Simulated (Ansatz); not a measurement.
System: ZnO (model structure, started from the CsCl type, Pm-3m, No. 221, 2 atoms in the cell). Method: HSE06 (plane waves, PAW; Ansatz, an electronic-structure program).

Numerical settings: plane-wave cutoff 460 eV, 10×10×10 k mesh, Fermi–Dirac smearing 0.01 eV, scalar-relativistic PAW data made under PBE.

Cell (relaxed with PBEsol):

```xyz
2
Lattice="2.6442 0.0000 0.0000 0.0000 2.6442 0.0000 0.0000 0.0000 2.6442" Properties=species:S:1:pos:R:3 pbc="T T T"
Zn     0.0000     0.0000     0.0000
O      1.3221     1.3221     1.3221
```

Q: Estimate the band gap and smallest direct gap on the k points sampled that the calculation returns.

A: 
* **band gap**: 0.85 eV (on the SCF k mesh) (indirect)
* **smallest direct gap on the k points sampled**: 2.17 eV

Note: the relaxation could raise the start's symmetry but not lower it, so the cell can be a saddle point; cell and atoms aren't relaxed at this level (pressure 0.6 GPa).

Computed values are for the static lattice.

It cost about 120 core-seconds (a rough figure) of CPU time.

A model structure was made by putting elements into a prototype or built by hand; it is no filed structure, need not be a known phase, and can be a saddle point held by its symmetry.
